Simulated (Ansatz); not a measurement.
Li vacancy + Li vacancy + Ce on the Li site in ferroelectric LiNbO3 (the name describes the start): one set of geometries, relaxed with PBE, evaluated in Ansatz (PAW, plane waves to 420 eV, 500 eV under r2SCAN) with PBE, r2SCAN.

Cell and caveats: 120-site cell; 2×2×2 Γ-centred k-points; start: a built cluster, 5.6 Å across; charged states image-corrected; no Hubbard U; not converged in cell size; relaxed from one start, so a lower configuration may exist; flagged in the runs: a doubtful potential alignment, a host whose relaxation on this sampling wasn't shown to rest.

```json
[
 {"quantity": "host gap (eV)", "PBE": "3.53", "r2SCAN": "3.94"},
 {"quantity": "ε(+1/0) above the VBM (eV)", "PBE": "2.58", "r2SCAN": "2.68"},
 {"quantity": "neutral formation energy against fcc Ce, bcc Li (eV)", "PBE": "3.28", "r2SCAN": "3.06"},
 {"quantity": "largest moment on one atom at charge 0 (μB)", "PBE": "0.68", "r2SCAN": "0.77"}
]
```

PBE narrows the gap by 0.41 eV against r2SCAN, the highest level run, and puts the level shown 0.10 eV lower above the valence-band maximum (from the rounded values).

Ansatz is an electronic-structure program.
